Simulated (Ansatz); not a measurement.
**Several settings converged on a (001) slab of Sr2Cu(BrO)2 (cut from a parent of space group no. 139; 14 atoms in the cell)**

```xyz
14
Lattice="4.0060 0.0000 0.0000 0.0000 4.0060 0.0000 0.0000 0.0000 29.8706" Properties=species:S:1:pos:R:3 pbc="T T T"
Sr     2.0030     2.0030    21.3898
Sr     0.0000     0.0000     8.4807
Cu     0.0000     0.0000    19.6825
Br     2.0030     2.0030     7.0000
Br     0.0000     0.0000    22.8706
O      2.0030     0.0000    19.6825
O      0.0000     2.0030    19.6825
Sr     0.0000     0.0000    11.8953
Sr     2.0030     2.0030    17.9752
Cu     2.0030     2.0030    10.1880
Br     0.0000     0.0000    16.4944
Br     2.0030     2.0030    13.3761
O      0.0000     2.0030    10.1880
O      2.0030     0.0000    10.1880
```

Base method: PBEsol, default PAW files made with PBE (plane waves; Ansatz, a first-principles code).

Base settings: basis.ecutwfc = 30.9 Ry; kpoints.mp_grid.grid = 4 4 1; hamiltonian.xc = pbesol; hamiltonian.pseudopotentials = {kind: paw} (the program's default PAW files); scf.occupations.method = gaussian; scf.occupations.width = 0.0073 Ry.

The count of work is k-points × plane waves × bands × iterations; it is no time. Core times come from one kind of shared machine, to one figure; runs under 30 s give none.

**The vacuum**

The mesh stays at the base's, so the ladder's end is converged at best in this setting alone.

Only quantities that move along the ladder and can be compared are tabulated.

```csv
vacuum between outermost atoms (Å),free energy less the last step's (meV/atom),largest difference of a force vector from the last step's (eV/Å),count of work / last
3.0,-4.10,0.060,0.41
4.0,-1.13,0.013,0.43
5.0,-0.27,0.003,0.45
6.0,-0.08,0.001,0.48
7.0,0.00,0.000,0.50
8.0,0.01,0.000,0.52
10.0,0.01,0.000,0.57
12.0,0.01,0.000,0.61
14.0,0.00,0.000,0.65
17.0,0.00,0.000,0.72
20.0,0.00,0.000,0.78
25.0,0.00,0.000,0.89
30.0,0.00,0.000,1.0
```

Smallest vacuum between outermost atoms (Å) that holds the forces within 0.01 eV/Å of the last step, with all finer ones: 5.0; the step before is off by 0.013 eV/Å.

Smallest vacuum between outermost atoms (Å) that holds the free energy within 0.5 meV/atom of the last step, with all finer ones: 5.0; the step before is off by 1.1 meV/atom.

**The k-point mesh**

Only quantities that move along the ladder and can be compared are tabulated.

| kpoints.mp_grid.grid | free energy less the last step's (meV/atom) | largest difference of a force vector from the last step's (eV/Å) | count of work / last | core time / last (rough) |
|---|---|---|---|---|
| 2 2 1 | 46.57 | 0.163 | 0.068 | – |
| 3 3 1 | -12.86 | 0.016 | 0.057 | – |
| 4 4 1 | -3.23 | 0.025 | 0.11 | – |
| 5 5 1 | -0.09 | 0.003 | 0.10 | – |
| 6 6 1 | 3.32 | 0.012 | 0.19 | – |
| 7 7 1 | 2.89 | 0.021 | 0.17 | – |
| 8 8 1 | 1.50 | 0.015 | 0.26 | 0.2 |
| 10 10 1 | 0.02 | 0.003 | 0.36 | 0.3 |
| 11 11 1 | -0.58 | 0.006 | 0.32 | 0.3 |
| 13 13 1 | -0.08 | 0.002 | 0.42 | 0.4 |
| 15 15 1 | 0.22 | 0.004 | 0.61 | 0.6 |
| 18 18 1 | 0.00 | 0.001 | 0.73 | 0.8 |
| 21 21 1 | 0.00 | 0.000 | 1.0 | 1 |

Coarsest kpoints.mp_grid.grid that holds the free energy within 1 meV/atom of the last step, with all finer ones: 10 10 1, at 0.36 of the last step's count of work and about 0.3 of the last step's time; the step before is off by 1.5 meV/atom.

Coarsest kpoints.mp_grid.grid that holds the forces within 0.01 eV/Å of the last step, with all finer ones: 10 10 1, at 0.36 of the last step's count of work and about 0.3 of the last step's time; the step before is off by 0.015 eV/Å.

Two neighbours can agree and both be off: 6 6 1 and 7 7 1 differ by 0.43 meV/atom in the free energy, yet lie about 2.9 meV/atom from the last step.

**The plane-wave cutoff**

The mesh stays at the base's, so the ladder's end is converged at best in this setting alone.

Only quantities that move along the ladder and can be compared are tabulated.

```csv
basis.ecutwfc,free energy less the last step's (meV/atom),largest difference of a force vector from the last step's (eV/Å),count of work / last
15.4 Ry,3213.15,0.413,0.18
18.4 Ry,912.76,0.048,0.23
21.7 Ry,210.86,0.061,0.23
26.1 Ry,27.04,0.003,0.28
30.9 Ry,2.91,0.001,0.36
37.1 Ry,0.45,0.000,0.47
46.3 Ry,0.15,0.000,0.65
61.7 Ry,0.00,0.000,1.0
```

Coarsest basis.ecutwfc that holds the forces within 0.01 eV/Å of the last step, with all finer ones: 26.1 Ry, at 0.28 of the last step's count of work; the step before is off by 0.061 eV/Å.

Coarsest basis.ecutwfc that holds the free energy within 1 meV/atom of the last step, with all finer ones: 37.1 Ry; the step before is off by 2.9 meV/atom.

On the base run: the starting cell comes from a database of computed structures (which also holds hypothetical and non-ambient phases and stackings), without a prior relaxation at this level. The slab is cut from that crystal, and its faces are unrelaxed. Its lattice was rescaled by up to half a per cent. Spin polarisation is off, so a magnetic state, if there is one, cannot be reached. Without a gap this mesh is coarse (it stands for a supercell whose shortest in-plane vector is 16 Å).

Keys are those of Ansatz 0.2.
